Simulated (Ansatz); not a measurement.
GaAs (model structure, started from the rocksalt type, Fm-3m, No. 225, 2 atoms in the cell) was calculated with PBEsol in Ansatz (PAW).

Numerical settings: plane-wave cutoff 520 eV, 18×18×18 k mesh, Fermi–Dirac smearing 0.05 eV, scalar-relativistic PAW data made under PBE.

Cell (relaxed at this level):

```yaml
crystal:
  lattice:
    - [0.00000, 2.65135, 2.65135]
    - [2.65135, 0.00000, 2.65135]
    - [2.65135, 2.65135, 0.00000]
  atoms:
    - { symbol: As, position: [0.00000, 0.00000, 0.00000] }
    - { symbol: Ga, position: [0.50000, 0.50000, 0.50000] }
```

Question: What does this level give for the bulk modulus?

Answer: 
- bulk modulus = 82.3 GPa

The run finds no gap.

Note: the bulk modulus is −V dP/dV from two relaxed cells at ±2 % in volume; the relaxation could raise the start's symmetry but not lower it, so the cell can be a saddle point.

The computed numbers hold no vibrational or temperature effects.

Cost on a shared machine: very roughly 27 core-seconds.

A model structure was made by putting elements into a prototype or built by hand; it is no filed structure, need not be a known phase, and can be a saddle point held by its symmetry.

Ansatz is an electronic-structure program.
